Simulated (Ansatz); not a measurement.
Band structure of Mg₆CoMo (Amm2, 8 atoms in the cell).

```yaml
crystal:
  lattice:
    - [4.77093, 0.00000, 0.00000]
    - [0.00000, 2.99149, 5.60744]
    - [0.00000, -2.99149, 5.60744]
  atoms:
    - { symbol: Mg, position: [0.00000, 0.34487, 0.82067] }
    - { symbol: Mg, position: [0.00000, 0.82067, 0.34487] }
    - { symbol: Mg, position: [0.00000, 0.32590, 0.32590] }
    - { symbol: Mg, position: [0.50000, 0.16577, 0.67963] }
    - { symbol: Mg, position: [0.50000, 0.67963, 0.16577] }
    - { symbol: Mg, position: [0.50000, 0.17115, 0.17115] }
    - { symbol: Co, position: [0.00000, 0.79786, 0.79786] }
    - { symbol: Mo, position: [0.50000, 0.69416, 0.69416] }
```

Method: PBEsol, PAW files made with PBE (plane waves; Ansatz, an electronic-structure program).

Settings: basis.ecutwfc = 30.9 Ry; kpoints.mp_grid.grid = 4 3 3; hamiltonian.xc = pbesol; hamiltonian.pseudopotentials = {kind: paw} (the program's default PAW files); scf.occupations.method = fermi_dirac; scf.occupations.width = 0.0073 Ry; kpoints.band_path.npoints = 8.

The starting cell comes from a database of computed structures (which also holds hypothetical and non-ambient phases and stackings), without a prior relaxation at this level. Its lattice was rescaled by a random factor within 2.5 % of one. Spin polarisation is off.

Levels in eV from the Fermi level, bands 42 to 49:
```
point     42     43     44     45     46     47    48    49
-----  -----  -----  -----  -----  -----  -----  ----  ----
Γ      -1.05  -0.82  -0.72  -0.61  -0.45   0.03  0.18  0.70
X      -1.00  -0.65  -0.51   0.01   0.63   0.99  1.24  1.37
S      -0.89  -0.77  -0.50  -0.07   0.23   0.75  0.93  1.60
R      -1.33  -1.02  -0.96  -0.52  -0.47   0.31  0.66  0.89
A      -1.27  -0.99  -0.84  -0.17   0.12   0.45  0.83  1.00
Z      -1.11  -0.93  -0.93  -0.43  -0.31  -0.16  0.59  0.76
Y      -1.02  -1.01  -0.68   0.15   0.23   0.35  0.93  1.18
X1     -1.00  -0.65  -0.51   0.01   0.63   0.99  1.24  1.37
A1     -1.27  -0.99  -0.84  -0.17   0.12   0.45  0.83  1.00
T      -1.67  -1.06  -1.04  -0.30   0.39   0.67  0.80  0.83
```

Bands cross the Fermi level along this path, so the cell is metallic at this level.

Keys are those of Ansatz 0.2.
